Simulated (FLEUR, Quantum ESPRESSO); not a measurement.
A Quantum ESPRESSO input for a self-consistent single point of FeCo (Pm-3m, 2 atoms in the cell) (DFT, PBE, plane waves, PSlibrary PAW (PBE) pseudopotentials):

```fortran
&control
  calculation = 'scf',
  prefix = 'run',
  outdir = './work',
  pseudo_dir = './',
  tprnfor = .true.,
  tstress = .true.,
/
&system
  ibrav = 0,
  nat = 2,
  ntyp = 2,
  ecutwfc = 55,
  ecutrho = 330,
  occupations = 'smearing',
  smearing = 'gauss',
  degauss = 0.0036749,
  nspin = 2,
  starting_magnetization(1) = 0.500,
  starting_magnetization(2) = 0.333,
/
&electrons
  conv_thr = 1.0e-11,
  mixing_beta = 0.5,
/
ATOMIC_SPECIES
Fe    55.8450  Fe.pbe-n-kjpaw_psl.1.0.0.UPF
Co    58.9332  Co.pbe-n-kjpaw_psl.1.0.0.UPF
ATOMIC_POSITIONS crystal
Fe    0.00000000    0.00000000    0.00000000
Co    0.50000000    0.50000000    0.50000000
K_POINTS automatic
16 16 16  0 0 0
CELL_PARAMETERS angstrom
   2.73105600     0.00000000     0.00000000
   0.00000000     2.73105600     0.00000000
   0.00000000     0.00000000     2.73105600
```

Question: Write the same calculation as an input for FLEUR.

Answer: This is the input that was run; spellings and numerical settings could be chosen otherwise.

Input of the input generator:

```
FeCo FLAPW
&input film=f /
2.7310560000 0.0000000000 0.0000000000
0.0000000000 2.7310560000 0.0000000000
0.0000000000 0.0000000000 2.7310560000
1.8897261246
1.0 1.0 1.0

2
26 0.0000000000 0.0000000000 0.0000000000 : 4.00
27 0.5000000000 0.5000000000 0.5000000000 : 3.00

&comp jspins=2 /
&kpt div1=16 div2=16 div3=16 gamma=t /
&end /
```

```xml
<?xml version="1.0" encoding="UTF-8" standalone="no"?>
<fleurInput fleurInputVersion="0.39">
   <comment>
      FeCo FLAPW                                                                                          
   </comment>
   <calculationSetup>
      <cutoffs Kmax="4.0" Gmax="20.0" GmaxXC="20.0" numbands="0"/>
      <scfLoop itmax="100" minDistance="0.00001" maxIterBroyd="99" imix="Anderson" alpha="0.05" precondParam="0.0" spinf="2.0"/>
      <coreElectrons ctail="T" frcor="F" kcrel="0" coretail_lmax="0"/>
      <xcFunctional name="pbe" relativisticCorrections="F"/>
      <magnetism jspins="2"/>
      <soc l_soc="F" theta="0.0" phi="0.0" spav="F"/>
      <expertModes spex="0" secvar="F"/>
      <geometryOptimization l_f="T" forcealpha="1.0" forcemix="BFGS" epsdisp="0.00001" epsforce="0.00001"/>
      <ldaU l_linMix="F" mixParam="0.05" spinf="1.0"/>
   </calculationSetup>
   <cell>
      <bzIntegration valenceElectrons="33.0" mode="gauss" fermiSmearingEnergy="0.00183747">
         <kPointListSelection listName="default-1"/>
         <!-- k-points included here -->
         <xi:include xmlns:xi="http://www.w3.org/2001/XInclude" href="kpts.xml"> </xi:include>
      </bzIntegration>
      <!-- symmetry operations included here -->
      <xi:include xmlns:xi="http://www.w3.org/2001/XInclude" href="sym.xml"> </xi:include>
      <bulkLattice scale="1.0">
         <bravaisMatrix>
            <row-1>    5.1609478709455772     0.0000000000000000     0.0000000000000000</row-1>
            <row-2>    0.0000000000000000     5.1609478709455772     0.0000000000000000</row-2>
            <row-3>    0.0000000000000000     0.0000000000000000     5.1609478709455772</row-3>
         </bravaisMatrix>
      </bulkLattice>
   </cell>
   <atomSpecies>
      <species name="Iron (Fe) 4.000" element="Fe" atomicNumber="26">
         <mtSphere radius="2.11" gridPoints="697" logIncrement="0.017"/>
         <atomicCutoffs lmax="6" lnonsphr="4"/>
         <electronConfig flipSpins="F">
            <coreConfig>(1s1/2) (2s1/2) (2p1/2) (2p3/2)</coreConfig>
            <valenceConfig>(3s1/2) (3p1/2) (3p3/2) (4s1/2) (3d3/2) (3d5/2)</valenceConfig>
            <stateOccupation state="(3d3/2)" spinUp="2.0" spinDown="0.4"/>
            <stateOccupation state="(3d5/2)" spinUp="3.0" spinDown="0.6"/>
         </electronConfig>
         <energyParameters s="4" p="4" d="3" f="4"/>
         <lo type="SCLO" l="0" n="3" eDeriv="0"/>
         <lo type="SCLO" l="1" n="3" eDeriv="0"/>
         <lo type="SCLO" l="1" n="3" eDeriv="1"/>
         <lo type="SCLO" l="2" n="3" eDeriv="2"/>
         <lo type="SCLO" l="3" n="4" eDeriv="2"/>
      </species>
      <species name="Cobalt (Co3.000" element="Co" atomicNumber="27">
         <mtSphere radius="2.11" gridPoints="697" logIncrement="0.017"/>
         <atomicCutoffs lmax="6" lnonsphr="4"/>
         <electronConfig flipSpins="F">
            <coreConfig>(1s1/2) (2s1/2) (2p1/2) (2p3/2)</coreConfig>
            <valenceConfig>(3s1/2) (3p1/2) (3p3/2) (4s1/2) (3d3/2) (3d5/2)</valenceConfig>
            <stateOccupation state="(3d3/2)" spinUp="2.0" spinDown="0.8"/>
            <stateOccupation state="(3d5/2)" spinUp="3.0" spinDown="1.2"/>
         </electronConfig>
         <energyParameters s="4" p="4" d="3" f="4"/>
         <lo type="SCLO" l="0" n="3" eDeriv="0"/>
         <lo type="SCLO" l="1" n="3" eDeriv="0"/>
         <lo type="SCLO" l="1" n="3" eDeriv="1"/>
         <lo type="SCLO" l="2" n="3" eDeriv="2"/>
         <lo type="SCLO" l="3" n="4" eDeriv="2"/>
      </species>
   </atomSpecies>
   <atomGroups>
      <atomGroup species="Iron (Fe) 4.000">
         <relPos label="                   1">.0000000000 .0000000000 .0000000000</relPos>
         <force calculate="T" relaxXYZ="TTT"/>
      </atomGroup>
      <atomGroup species="Cobalt (Co3.000">
         <relPos label="                   2">1.000/2.000 1.000/2.000 1.000/2.000</relPos>
         <force calculate="T" relaxXYZ="TTT"/>
      </atomGroup>
   </atomGroups>
   <output dos="F" band="F" slice="F">
      <checks vchk="F" cdinf="F"/>
      <bandDOS minEnergy="-.5*Htr" maxEnergy="0.5*Htr" sigma="0.015" storeEVData="T"/>
      <vacuumDOS vacdos="F" integ="F" star="F" nstars="0" locx1="0.0" locy1="0.0" locx2="0.0" locy2="0.0" nstm="0" tworkf="0.0"/>
      <unfoldingBand unfoldBand="F" supercellX="1" supercellY="1" supercellZ="1"/>
      <plotting iplot="0" polar="F">
         <plot TwoD="T" vec1="  1.0  0.0  0.0" vec2="  0.0  1.0  0.0" vec3="  0.0  0.0  1.0" zero="  0.0  0.0  0.0" file="plot"/>
      </plotting>
      <chargeDensitySlicing numkpt="0" minEigenval="0.0" maxEigenval="0.0" nnne="0" pallst="F"/>
      <specialOutput eonly="F"/>
      <magneticCircularDichroism mcd="F" energyLo="-10.0" energyUp="0.0"/>
   </output>
  <!-- We include the file relax.xml here to enable relaxations (see documentation) -->
  <xi:include xmlns:xi="http://www.w3.org/2001/XInclude" href="relax.xml"> <xi:fallback/> </xi:include>
</fleurInput>
```

Basis, cutoffs, solver keys and any potentials are the target program's own. This input uses DFT, PBE, all-electron FLAPW (FLEUR), scalar-relativistic valence. Both were run: size of the net moment 2.17 μB/atom in Quantum ESPRESSO and 2.18 in FLEUR.

On Quantum ESPRESSO: the starting cell comes from a database of computed structures (which also holds hypothetical and non-ambient phases and stackings), without a prior relaxation at this level. Its lattice was rescaled by a random factor within 2.5 % of one. For this run, on top of that: lattice scaled by 0.98. The magnetic order is the one reached from the typed start; others were not searched systematically. With a pressure of about 32 GPa the cell is away from its equilibrium volume at this level.

On FLEUR: the starting cell comes from a database of computed structures (which also holds hypothetical and non-ambient phases and stackings), without a prior relaxation at this level. Its lattice was rescaled by a random factor within 2.5 % of one. For this run, on top of that: lattice scaled by 0.98. The magnetic order is the one reached from the typed start; others were not searched systematically. Values depend on the basis (sphere radii, cutoffs, local orbitals), which need not be converged.
